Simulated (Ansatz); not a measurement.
# GaCuSe2: uniaxial strain ε_zz = −1.50 %

Take GaCuSe₂ in the chalcopyrite structure (space group I-42d, No. 122; a = 5.570 Å, c = 11.075 Å) as the base. Axes: x, y, z lie along a, b, c of the conventional cell.

Modification: uniaxial strain ε_zz = −1.50 %, all other strain components held at zero, atoms relaxed at fixed cell.

Method: Ansatz (a first-principles code) PBEsol, no SOC. k-mesh 8×8×8 (Γ-centred); smearing 0.05 eV (Fermi–Dirac).

* **Volume per atom**: 21.15 Å³ (base 21.47 Å³)
* **Shortest interatomic distance**: 2.369 Å (base 2.381 Å)
* **Energy relative to the base (free energy F)**: +1.5 meV/atom
* **Pressure (mean of the normal stresses, compression positive)**: 1.10 GPa (base 0.00 GPa)
* **Band gap**: 0.17 eV (base 0.12 eV)
* **Gap character**: direct at Γ (base direct at Γ)
* **Width of the top valence band**: 1.09 eV (base 1.02 eV)
* **Valence-band top at Γ (three highest levels, from the VBM)**: 0.00, -0.13, -0.13 eV (base 0.00, -0.09, -0.09 eV)
* **Stress (xx, yy, zz, yz, xz, xy; compression positive)**: (0.91, 0.91, 1.48, 0.00, 0.00, 0.00) GPa

Cost of the whole job for the changed cell (relaxation, final SCF and bands): about 7 core-minutes (a rough figure).

No phonon test of stability was made. The final runs are not spin-polarised. The zero or small gap of GaCuSe2 can change with the level of theory.
